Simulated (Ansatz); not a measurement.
Consider the following.

End structure of a constructed model of the (110) surface of bcc W, a layer of Ta in place of the third plane (bottom of the slab: a bare face, its two planes held):

```
CELL_PARAMETERS angstrom
      2.75768     0.00000     0.00000
     -0.91923     2.59996     0.00000
      0.00000     0.00000    27.50000
ATOMIC_POSITIONS crystal
  W  0.50000 0.50000 0.29356
  W  0.00000 0.00000 0.37544
  W  0.50000 0.50000 0.45712
  Ta 0.00000 0.00000 0.54146
  W  0.50000 0.50000 0.62683
  W  0.00000 0.00000 0.70550
```

Set-up: 6 atoms, 11.4 Å thick at the start with caps and adatoms (thin: gaps and levels are the slab's own); mesh 14x14x1; 0.1 eV smearing; dipole correction on; 2 atoms held, the rest relaxed; symmetry of the start imposed; no spin, no spin-orbit, no U. In PBE it is, or lies within 0.01 eV a 1x1 cell of, the lowest of the 2 structures of its composition computed so far; subsurface sites and larger cells were not tried.

Task: Estimate the work function of the top face that PBE run with Ansatz (a quantum-chemistry and plane-wave program) returns for this input.

Result: 4.73 eV
